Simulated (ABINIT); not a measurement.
A self-consistent single point of V3Fe (Fm-3m, 4 atoms in the cell) with ABINIT.

Method of the run: PBEsol, PAW (JTH v2.0 PBE PAW, files made for PBE) (plane waves; ABINIT).

```xyz
4
Lattice="0.0000 2.8991 2.8991 2.8991 0.0000 2.8991 2.8991 2.8991 0.0000" Properties=species:S:1:pos:R:3 pbc="T T T"
V      1.4495     1.4495     1.4495
V      4.3486     4.3486     4.3486
V      2.8991     2.8991     2.8991
Fe     0.0000     0.0000     0.0000
```

Reference input (self-consistent single point, DFT, PBEsol, plane waves, PAW (JTH v2.0 PBE PAW, files made for PBE)): pseudos = [V.GGA_PBE-JTH.xml, Fe.GGA_PBE-JTH.xml]; ecut = 816 eV; pawecutdg = 1633 eV; pawxcdev = 0; ixc = -116133; occopt = 6; tsmear = 0.05 eV; ngkpt = 6 6 6; nshiftk = 1; shiftk = 0 0 0; potentials = JTH v2.0 PBE PAW; nband = 36. This run's input differs from it in these lines:

```diff
@@ -22,6 +22,6 @@
 occopt 6
-tsmear 0.05 eV
+tsmear 0.1 eV
 nband 36
 kptopt 1
-ngkpt 6 6 6
+ngkpt 8 8 8
 nshiftk 1
```

Output, abridged:

```
--- !BeginCycle
solver: {iscf: 17, nstep: 50, nline: 4, wfoptalg: 10, }
tolerances: {toldfe: 1.00E-09, }
...

     iter   Etot(hartree)      deltaE(h)  residm     nres2
 ETOT  1  -332.82890155639    -3.328E+02 1.726E+01 7.765E+02
 ETOT  2  -345.46038396642    -1.263E+01 2.913E-01 3.290E+03
 ETOT  3  -340.89448284459     4.566E+00 1.085E-01 8.448E+02
 ETOT  4  -340.46077922524     4.337E-01 6.462E-02 7.055E+01
 ETOT  5  -340.46538380214    -4.605E-03 1.422E-02 4.680E+01
   [... 21 lines left out ...]
 ETOT 27  -340.42415301701     4.136E-09 1.580E-05 8.137E-07
 ETOT 28  -340.42415301814    -1.124E-09 1.649E-05 2.840E-06
 ETOT 29  -340.42415301736     7.711E-10 1.052E-05 5.698E-08
 ETOT 30  -340.42415301740    -3.513E-11 1.160E-05 7.439E-09
 At SCF step   30, etot is converged :
  for the second time, diff in etot=  3.513E-11 < toldfe=  1.000E-09

 Cartesian components of stress tensor (hartree/bohr^3)
  sigma(1 1)=  1.38239184E-04  sigma(3 2)=  0.00000000E+00
  sigma(2 2)=  1.38239184E-04  sigma(3 1)=  0.00000000E+00
  sigma(3 3)=  1.38239184E-04  sigma(2 1)=  0.00000000E+00

 ----iterations are completed or convergence reached----

 reduced coordinates (array xred) for    4 atoms
       0.250000000000      0.250000000000      0.250000000000
       0.750000000000      0.750000000000      0.750000000000
       0.500000000000      0.500000000000      0.500000000000
       0.000000000000      0.000000000000      0.000000000000
 cartesian forces (eV/Angstrom) at end:
    1     -0.00000000000000    -0.00000000000000     0.00000000000000
   [... lines left out ...]
 Fermi (or HOMO) energy (hartree) =   0.39721   Average Vxc (hartree)=  -0.47052
 Fermi (or HOMO) energy (eV) =  10.80860   Average Vxc (eV)= -12.80363
   [... lines left out ...]
'-kT*entropy'       : -1.07281282615185E-04
total_energy        : -3.40424152598015E+02
total_energy_eV     : -9.26341229155979E+03
...

-Cartesian components of stress tensor (GPa)         [Pressure= -4.0671E+00 GPa]
- sigma(1 1)=  4.06713653E+00  sigma(3 2)=  0.00000000E+00
- sigma(2 2)=  4.06713653E+00  sigma(3 1)=  0.00000000E+00
- sigma(3 3)=  4.06713653E+00  sigma(2 1)=  0.00000000E+00

 Calculation completed.
```

The run converged in 30 iterations. Against the reference run the free energy rises by 2.4 meV/atom and the pressure goes from -4.49 to -4.07 GPa.

The starting cell comes from a database of computed structures (which also holds hypothetical and non-ambient phases and stackings), without a prior relaxation at this level. Spin polarisation is off. The potentials were made for another functional than the one used. With a pressure of about -4 GPa the cell is away from its equilibrium volume at this level.

Cost on one core of a shared machine: roughly 6 min.
